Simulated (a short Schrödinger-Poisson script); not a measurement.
Structure: gated In0.52Al0.48As/In0.53Ga0.47As δ-doped gas in a quantum well, at 300 K.

```tsv
layer	material	thickness (nm)	Na (cm⁻³)
1	In0.52Al0.48As	8	-
2	In0.52Al0.48As	5	-
3	In0.53Ga0.47As	8	-
4	In0.52Al0.48As	4000	7e14
```

Constants are typed, rounded textbook-type inputs, not results; the design itself was drawn at random and stands for no fabricated device. In0.52Al0.48As: permittivity 12.5, conduction-band edge (eV) 0.52, gap (eV) 1.45, electron mass (mₑ) 0.075, Nv at 300 K (cm⁻³) 1.1e19. In0.53Ga0.47As: permittivity 13.9, conduction-band edge (eV) 0, gap (eV) 0.74, Nv at 300 K (cm⁻³) 7.7e18.

Channel valleys (confinement mass, in-plane density-of-states mass, number): Γ 0.041, 0.041, 1. At the gate the conduction-band edge of layer 1 lies 0.65 eV − eVg above the Fermi level of the channel; the field vanishes at the back. Sheet of ionised δ-doping: +4.3e12 e/cm² at 8 nm from the gate. The barrier under the gate holds no holes. Gaps are held at their typed values at every temperature. Mesh 0.08 nm at interfaces.

From a short Schrödinger-Poisson script (our own, NumPy): 1D Poisson equation in equilibrium, electrons quantum, Hartree (BenDaniel-Duke, 40 states a valley, the channel's in-plane mass for all, wave functions free to enter the barrier), parabolic valleys, classical holes, full ionisation, no traps, pinning or gate leakage.

The same stack at other levels of the model or other numerical settings:

```
run                                                                  sheet density of all electrons at Vg = 0.4 V (cm⁻²)  sheet density of all electrons at Vg = -0.1 V (cm⁻²)  capacitance at Vg = 0.4 V (μF/cm²)  centroid of the channel electrons at Vg = 0.4 V (nm)  rough cost against the base
-------------------------------------------------------------------  ---------------------------------------------------  ----------------------------------------------------  ----------------------------------  ----------------------------------------------------  ---------------------------
base                                                                                                             2.47e12                                               6.62e11                               0.611                                                  3.47                      about 1
electrons treated as classical, Boltzmann                                                                     (withheld)                                            (withheld)                          (withheld)                                                  1.87                         0.03
electrons treated as classical, Fermi-Dirac                                                                      2.56e12                                               7.67e11                               0.617                                                  3.40                          0.1
electrons treated as quantum, Hartree plus LDA exchange-correlation                                              2.53e12                                               7.01e11                               0.616                                                  3.44                            2
mesh six times as coarse                                                                                         2.46e12                                               6.58e11                               0.612                                                  3.44                          0.3
one subband a valley                                                                                             2.45e12                                               6.61e11                               0.591                                                  3.46                          0.3
```

**Question.** Complete the blanks.

**Answer.** 
- electrons treated as classical, Boltzmann, sheet density of all electrons at Vg = 0.4 V (cm⁻²): 3.31e12
- electrons treated as classical, Boltzmann, capacitance at Vg = 0.4 V (μF/cm²): 0.788
- electrons treated as classical, Boltzmann, sheet density of all electrons at Vg = -0.1 V (cm⁻²): 9.60e11

The classical rows ignore confinement, and Boltzmann statistics overrate the density once the band edge passes the Fermi level.
